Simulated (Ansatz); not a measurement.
Reference: GaSb (F-43m), r2SCAN with spin-orbit coupling, rigid bands (plane waves, PAW; Ansatz, a quantum-chemistry and plane-wave program); axes and stresses refer to this cell.

```
CELL_PARAMETERS angstrom
      0.00000     3.05585     3.05585
      3.05585     0.00000     3.05585
      3.05585     3.05585     0.00000
ATOMIC_POSITIONS crystal
  Ga 0.00000 0.00000 0.00000
  Sb 0.25000 0.25000 0.25000
```

Seebeck coefficient, p-type 1e19 cm⁻³: 192 μV/K
hole conductivity mass: 0.29 mₑ
band gap: 0.28 eV

Change: hydrostatic pressure of 1.8 GPa (compression positive). What happens to Seebeck coefficient, p-type 1e19 cm⁻³, hole conductivity mass, band gap?

Seebeck coefficient, p-type 1e19 cm⁻³ moves little, to 189 μV/K; hole conductivity mass decreases to 0.27 mₑ; band gap rises to 0.53 eV.

Change: uniaxial stress along [110] of 0.9 GPa (compression positive). What happens to Seebeck coefficient, p-type 1e19 cm⁻³, hole conductivity mass, band gap?

Seebeck coefficient, p-type 1e19 cm⁻³ falls to 176 μV/K; hole conductivity mass falls to 0.21 mₑ; band gap moves little, to 0.28 eV.

Masses are for dilute carriers at 300 K, harmonic means over directions unless an axis is named. Seebeck coefficients are for the stated density at 300 K, with one relaxation time for all states and whether or not that doping can be reached. Stresses and pressures are the targets of the relaxation.  The structure type is held under load, also where the real crystal would transform.
